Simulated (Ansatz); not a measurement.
## MgO in the rock salt structure (space group Fm-3m, No. 225)

```cif
data_Mg4O4
_chemical_formula_sum 'O4 Mg4'
_space_group_name_H-M_alt 'Fm-3m'
_space_group_IT_number 225
_space_group_name_Hall '-F 4 2 3'
_cell_length_a 4.21412
_cell_length_b 4.21412
_cell_length_c 4.21412
_cell_angle_alpha 90.000
_cell_angle_beta 90.000
_cell_angle_gamma 90.000
loop_
_atom_site_label
_atom_site_type_symbol
_atom_site_symmetry_multiplicity
_atom_site_Wyckoff_symbol
_atom_site_fract_x
_atom_site_fract_y
_atom_site_fract_z
_atom_site_occupancy
O1 O 4 a 0.00000 0.00000 0.00000 1
Mg1 Mg 4 b 0.50000 0.50000 0.50000 1
```
(The calculation used a cell of 2 atoms; values per cell refer to that cell.)

Calculations: PBEsol (Ansatz, a program for electronic structure), spin-orbit coupling left out. k-mesh 13×13×13 (Γ-centred); smearing 0.05 eV (Fermi–Dirac).

```json
{
 "volume_per_atom": "9.35 Å³",
 "density": "3.58 g/cm³",
 "band_gap": "4.62 eV, direct at Γ",
 "electron_mass": "0.34 mₑ",
 "Hole mass (degenerate bands, along [100])": "0.38, 2.1, 2.1 mₑ",
 "Lowest conduction-band minima above the VBM": "Γ 4.62 eV",
 "total_energy": "-1237.936 eV/atom (σ→0; compares only within this code and set-up)"
}
```

Effective masses come from finite differences of ±0.01 Å⁻¹. Stability against distortions was not tested.
